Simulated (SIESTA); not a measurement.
SIESTA run on Cu (Fm-3m, 1 atom in the cell): self-consistent single point.

Level of theory: GGA PBE, numerical atomic orbitals DZP, PseudoDojo PBE standard norm-conserving potentials (rewritten from UPF to PSML) run with SIESTA.

The change in words: lattice scaled by 0.98. Reference geometry:
```xyz
1
Lattice="0.0000 1.7766 1.7766 1.7766 0.0000 1.7766 1.7766 1.7766 0.0000" Properties=species:S:1:pos:R:3 pbc="T T T"
Cu     0.0000     0.0000     0.0000
```

Reference input (self-consistent single point, DFT, GGA PBE, numerical atomic orbitals DZP, PseudoDojo PBE standard norm-conserving potentials (rewritten from UPF to PSML)): XC.functional = GGA; XC.authors = PBE; potentials = PseudoDojo PBE standard; PAO.BasisSize = DZP; PAO.EnergyShift = 0.01 Ry; MeshCutoff = 300 Ry; kgrid.MonkhorstPack = 21 21 21; OccupationFunction = FD; ElectronicTemperature = 0.1 eV; MaxSCFIterations = 150; SCF.Mixer.Method = Pulay; SCF.Mixer.Weight = 0.2. This run's input differs from it in these lines:

```diff
@@ -11,5 +11,5 @@
 %block LatticeVectors
-     0.000000000    3.357196726    3.357196726
-     3.357196726    0.000000000    3.357196726
-     3.357196726    3.357196726    0.000000000
+     0.000000000    3.290052867    3.290052867
+     3.290052867    0.000000000    3.290052867
+     3.290052867    3.290052867    0.000000000
 %endblock LatticeVectors
```

Log, with long lists cut:

```
        iscf     Eharris(eV)        E_KS(eV)     FreeEng(eV)     dDmax    Ef(eV) dHmax(eV)
   scf:    1    -5121.557314    -5147.031713    -5147.053781  0.854934  4.066517 24.068674
   scf:    2    -5163.335853    -5156.622237    -5156.634795  0.687931  1.231972  9.477729
   scf:    3    -5158.890720    -5158.293346    -5158.302891  0.352709 -0.220881  0.330124
   scf:    4    -5158.288137    -5158.291982    -5158.301517  0.021898 -0.356714  0.215225
   scf:    5    -5158.294630    -5158.293994    -5158.303540  0.019922 -0.405239  0.011761
   scf:    6    -5158.293886    -5158.293949    -5158.303496  0.002382 -0.387355  0.051310
   scf:    7    -5158.294024    -5158.294002    -5158.303547  0.001869 -0.395177  0.001610
mix: Pulay -- inversion failed, > SVD [rank/size] 4 / 6
   scf:    8    -5158.294003    -5158.294003    -5158.303547  0.000054 -0.395398  0.000193
SCF Convergence by DM+H criterion
max |DM_out - DM_in|         :     0.0000536376
max |H_out - H_in|      (eV) :     0.0001926007
SCF cycle converged after 8 iterations

Using DM_out to compute the final energy and forces

siesta: E_KS(eV) =            -5158.2940

siesta: E_KS - E_eggbox =     -5158.2940

siesta: Atomic forces (eV/Ang):
     1   -0.000000    0.000000   -0.000000
   Tot   -0.000000    0.000000   -0.000000
   Max    0.000000
   Res    0.000000    sqrt( Sum f_i^2 / 3N )
   Max    0.000000    constrained

Stress tensor Voigt[x,y,z,yz,xz,xy] (kbar):     -148.43     -148.43     -148.43       -0.80       -0.80       -0.80
(Free)E + p*V (eV/cell)    -5157.3257
Target enthalpy (eV/cell)    -5158.3035

siesta: Program's energy decomposition (eV):
siesta: FreeEng =     -5158.303547

siesta: Stress tensor (static) (eV/Ang**3):
siesta:    -0.092642   -0.000502   -0.000502
siesta:    -0.000502   -0.092642   -0.000502
siesta:    -0.000502   -0.000502   -0.092642

siesta: Cell volume =         10.554606 Ang**3

siesta: Pressure (static):
siesta:                Solid            Molecule  Units
siesta:           0.00100900          0.00100900  Ry/Bohr**3
siesta:           0.09264185          0.09264185  eV/Ang**3
siesta:         148.42861315        148.42861315  kBar
```

The run converged in 8 iterations. Against the reference run the free energy goes up by 37.6 meV/atom and the pressure goes from 3.59 to 14.84 GPa.

The starting cell comes from a database of computed structures (which also holds hypothetical and non-ambient phases and stackings), without a prior relaxation at this level. Its lattice was rescaled by a random factor within 2.5 % of one. For this run, on top of that: lattice scaled by 0.98. Spin polarisation is off. Values carry the incompleteness of an atom-centred basis. With a pressure of about 15 GPa the cell is away from its equilibrium volume at this level.

Cost on one core of a shared machine: roughly 2 min.
